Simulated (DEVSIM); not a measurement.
Structure: Ni/Si3N4/SiO2/p-Si capacitor, at 300 K.

Layer 1 from the left is Si3N4, thickness (nm) 2.40. Layer 2 from the left is SiO2, thickness (nm) 0.690. Layer 3 from the left is Si, thickness (nm) 1100, Na (cm⁻³) 2.6e17.

Metal gate on the left, work function 5.1 eV. Fixed charge at the semiconductor interface 0 cm⁻² (in units of +e); interface traps 1.2e11 cm⁻² eV⁻¹, uniform in energy, neutral level at 0.5 of the gap above the valence band.

The device is made up for the run: typed textbook-type constants, with dimensions and the other settings drawn at random. Values at 300 K.

Si3N4: gap (eV) 5.1, affinity (eV) 2.1, permittivity 7.5. SiO2: gap (eV) 9, affinity (eV) 0.9, permittivity 3.9. Si: gap (eV) 1.124, affinity (eV) 4.05, permittivity 11.7, Nc (cm⁻³) 2.86e19, Nv (cm⁻³) 3.1e19.

Model (solved in DEVSIM): 1D Poisson equation in equilibrium, Boltzmann statistics, complete ionisation; no quantum confinement or tunnelling. Metal contacts follow the ideal Schottky-Mott rule: no Fermi-level pinning, no interface dipoles.

Task: What does the simulation give for the flat-band voltage, the minimum of the low-frequency capacitance, the threshold voltage (band bending 2φF)?

Result: flat-band voltage 0.05 V; minimum of the low-frequency capacitance 0.175 μF/cm²; threshold voltage (band bending 2φF) 1.09 V.
